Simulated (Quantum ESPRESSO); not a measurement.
A self-consistent single point of Ba3Bi2 (Pm-3m, 5 atoms in the cell) with Quantum ESPRESSO.

Level of theory: LDA (PW92), PseudoDojo standard norm-conserving (LDA) pseudopotentials (plane waves; Quantum ESPRESSO).

The change in words: lattice scaled by 0.98. Reference geometry:
```yaml
crystal:
  lattice:
    - [6.46279, 0.00000, 0.00000]
    - [0.00000, 6.46279, 0.00000]
    - [0.00000, 0.00000, 6.46279]
  atoms:
    - { symbol: Ba, position: [0.00000, 0.50000, 0.50000] }
    - { symbol: Ba, position: [0.50000, 0.00000, 0.50000] }
    - { symbol: Ba, position: [0.50000, 0.50000, 0.00000] }
    - { symbol: Bi, position: [0.00000, 0.00000, 0.00000] }
    - { symbol: Bi, position: [0.50000, 0.50000, 0.50000] }
```

Reference input (self-consistent single point, DFT, LDA (PW92), plane waves, PseudoDojo standard norm-conserving (LDA) pseudopotentials): ecutwfc = 70 Ry; occupations = smearing; smearing = fd; degauss = 0.0036749 Ry; potentials = {Ba: Ba.upf, Bi: Bi.upf}; K_POINTS = automatic 5 5 5 0 0 0; conv_thr = 1e-10 Ry; mixing_beta = 0.7. This run's input differs from it in these lines:

```diff
@@ -10,3 +10,3 @@
     ibrav = 1,
-    A = 6.462794000,
+    A = 6.333538000,
     nat = 5,
```

Output (repeated stretches shortened):

```
     Self-consistent Calculation

     iteration #  1     ecut=    70.00 Ry     beta= 0.70

     Threshold (ethr) on eigenvalues was too large:
     Diagonalizing with lowered threshold

     total energy              =    -495.28250809 Ry
     estimated scf accuracy    <       0.21918647 Ry

     iteration #  2     ecut=    70.00 Ry     beta= 0.70

     total energy              =    -495.32739812 Ry
     estimated scf accuracy    <       0.07136901 Ry

     iteration #  3     ecut=    70.00 Ry     beta= 0.70

     total energy              =    -495.34879966 Ry
     estimated scf accuracy    <       0.00474662 Ry

   [... 6 blocks of this kind left out ...]

     iteration # 10     ecut=    70.00 Ry     beta= 0.70

     total energy              =    -495.35073398 Ry
     estimated scf accuracy    <          3.1E-10 Ry

     iteration # 11     ecut=    70.00 Ry     beta= 0.70
     End of self-consistent calculation

     the Fermi energy is     6.5602 ev

!    total energy              =    -495.35073398 Ry
     estimated scf accuracy    <          6.9E-12 Ry
     smearing contrib. (-TS)   =      -0.00014385 Ry
     internal energy E=F+TS    =    -495.35059014 Ry

     convergence has been achieved in  11 iterations

     Forces acting on atoms (cartesian axes, Ry/au):

     atom    1 type  1   force =     0.00000000    0.00000000    0.00000000
   [... zero for the other atoms too ...]

     Total force =     0.000000     Total SCF correction =     0.000000

          total   stress  (Ry/bohr**3)                   (kbar)     P=        6.77
   0.00004605   0.00000000   0.00000000            6.77        0.00        0.00
   0.00000000   0.00004605   0.00000000            0.00        6.77        0.00
   0.00000000   0.00000000   0.00004605            0.00        0.00        6.77

   JOB DONE.
```

The run converged in 11 iterations. Against the reference run the free energy is nearly the same (within 1 meV/atom) and the pressure goes from -0.69 to 0.68 GPa.

The starting cell comes from a database of computed structures (which also holds hypothetical and non-ambient phases and stackings), without a prior relaxation at this level. Its lattice was rescaled by a random factor within 2.5 % of one. For this run, on top of that: lattice scaled by 0.98.

Cost on one core of a shared machine: roughly 2 min.
